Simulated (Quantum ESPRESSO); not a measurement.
Worked example: self-consistent single point of Lu2Ga3Cu (P3m1, 6 atoms in the cell) in Quantum ESPRESSO.

Method: LDA (PZ), PSlibrary PAW (LDA) pseudopotentials (plane waves; Quantum ESPRESSO).

The change in words: lattice scaled by 0.98. Reference geometry:
```yaml
crystal:
  lattice:
    - [4.28198, 0.00000, 0.00000]
    - [-2.14099, 3.70830, 0.00000]
    - [0.00000, 0.00000, 6.97997]
  atoms:
    - { symbol: Lu, position: [0.66667, 0.33333, 0.73018] }
    - { symbol: Lu, position: [0.66667, 0.33333, 0.26153] }
    - { symbol: Ga, position: [0.00000, 0.00000, 0.47569] }
    - { symbol: Ga, position: [0.00000, 0.00000, 0.04673] }
    - { symbol: Ga, position: [0.33333, 0.66667, 0.94715] }
    - { symbol: Cu, position: [0.33333, 0.66667, 0.53871] }
```

Reference input (self-consistent single point, DFT, LDA (PZ), plane waves, PSlibrary PAW (LDA) pseudopotentials): ecutwfc = 70 Ry; ecutrho = 560 Ry; occupations = smearing; smearing = gauss; degauss = 0.0099958 Ry; K_POINTS = automatic 6 6 3 0 0 0; conv_thr = 1e-10 Ry; mixing_beta = 0.5. This run's input differs from it in these lines:

```diff
@@ -27,5 +27,5 @@
 CELL_PARAMETERS {angstrom}
-   4.2819797353     0.0000000000     0.0000000000
-  -2.1409898676     3.7083032293     0.0000000000
-   0.0000000000     0.0000000000     6.9799700000
+   4.1963399752     0.0000000000     0.0000000000
+  -2.0981699876     3.6341370215     0.0000000000
+   0.0000000000     0.0000000000     6.8403710000
 ATOMIC_POSITIONS {crystal}
```

Output (repeated stretches shortened):

```
     Self-consistent Calculation

     iteration #  1     ecut=    70.00 Ry     beta= 0.50

     Threshold (ethr) on eigenvalues was too large:
     Diagonalizing with lowered threshold

     total energy              =   -2324.87609192 Ry
     estimated scf accuracy    <       0.31043700 Ry

     iteration #  2     ecut=    70.00 Ry     beta= 0.50

     total energy              =   -2324.91954590 Ry
     estimated scf accuracy    <       0.52574689 Ry

     iteration #  3     ecut=    70.00 Ry     beta= 0.50

     total energy              =   -2324.99214034 Ry
     estimated scf accuracy    <       0.02326296 Ry

   [... 14 blocks of this kind left out ...]

     iteration # 18     ecut=    70.00 Ry     beta= 0.50

     total energy              =   -2325.00934700 Ry
     estimated scf accuracy    <          3.0E-10 Ry

     iteration # 19     ecut=    70.00 Ry     beta= 0.50
     End of self-consistent calculation

     the Fermi energy is    12.3030 ev

!    total energy              =   -2325.00934700 Ry
     estimated scf accuracy    <          1.8E-11 Ry
     smearing contrib. (-TS)   =      -0.00112530 Ry
     internal energy E=F+TS    =   -2325.00822170 Ry

     convergence has been achieved in  19 iterations

     Forces acting on atoms (cartesian axes, Ry/au):

     atom    1 type  1   force =     0.00000000    0.00000000   -0.00002101
     atom    2 type  1   force =     0.00000000    0.00000000   -0.00174326
     atom    3 type  2   force =     0.00000000    0.00000000    0.00174205
     atom    4 type  2   force =     0.00000000    0.00000000   -0.00148352
     atom    5 type  2   force =     0.00000000    0.00000000    0.00080036
     atom    6 type  3   force =     0.00000000    0.00000000    0.00070537

     Total force =     0.003068     Total SCF correction =     0.000002

          total   stress  (Ry/bohr**3)                   (kbar)     P=       -3.30
   0.00000086   0.00000000   0.00000000            0.13        0.00        0.00
   0.00000000   0.00000086   0.00000000            0.00        0.13        0.00
   0.00000000   0.00000000  -0.00006892            0.00        0.00      -10.14

   JOB DONE.
```

The run converged in 19 iterations. Against the reference run the free energy falls by 20.2 meV/atom, the pressure goes from -5.72 to -0.33 GPa and the largest force goes from 0.079 to 0.045 eV/Å.

The starting cell comes from a database of computed structures (which also holds hypothetical and non-ambient phases and stackings), without a prior relaxation at this level. For this run, on top of that: lattice scaled by 0.98. Spin polarisation is off.

Cost on one core of a shared machine: roughly 4 min.
